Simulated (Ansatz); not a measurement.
ZnSe (F-43m) under hydrostatic pressure: band gap by r2SCAN with spin-orbit coupling, rigid bands (plane waves, PAW; Ansatz, a quantum-chemistry and plane-wave program). The unloaded cell, whose axes the loads refer to:

```cif
data_Se4Zn4
_chemical_formula_sum 'Zn4 Se4'
_space_group_name_H-M_alt 'F-43m'
_space_group_IT_number 216
_space_group_name_Hall 'F -4 2 3'
_cell_length_a 5.66530
_cell_length_b 5.66530
_cell_length_c 5.66530
_cell_angle_alpha 90.000
_cell_angle_beta 90.000
_cell_angle_gamma 90.000
loop_
_atom_site_label
_atom_site_type_symbol
_atom_site_symmetry_multiplicity
_atom_site_Wyckoff_symbol
_atom_site_fract_x
_atom_site_fract_y
_atom_site_fract_z
_atom_site_occupancy
Zn1 Zn 4 a 0.00000 0.00000 0.00000 1
Se1 Se 4 c 0.25000 0.25000 0.25000 1
```
(The calculation used a cell of 2 atoms; values per cell refer to that cell.)

| hydrostatic pressure (GPa) | volume per atom (Å³) | band gap (eV) |
|---|---|---|
| -2 | 23.49 | 1.61 |
| 0 | 22.73 | 1.75 |
| 2 | 22.09 | ? |
| 5 | 21.28 | 2.04 |
| 10 | 20.20 | 2.27 |

Task: Fit a straight line to band gap against the load over the rows given, and predict the row at 2 GPa.

Result: The means are x̄ = 3.250 GPa and ȳ = 1.9175; Σ(x − x̄)(y − ȳ) = 4.752 and Σ(x − x̄)² = 86.75, so the slope is 54.8 meV per GPa, and the rows given lie within 27 meV of the line. At 2 GPa the line gives 1.85 eV; the calculation gives 1.87 eV, 1.1 % from it.

Task: With all rows, what volume deformation potential dE_g/d ln V follows?

Result: A line through E_g against ln V has the slope -4.4 eV, so the gap opens under compression.

 Stresses and pressures are the targets of the relaxation. Gaps are resolved to about 0.01 eV. The structure type is held at every load. Geometry: cell and atoms relaxed with r2SCAN.
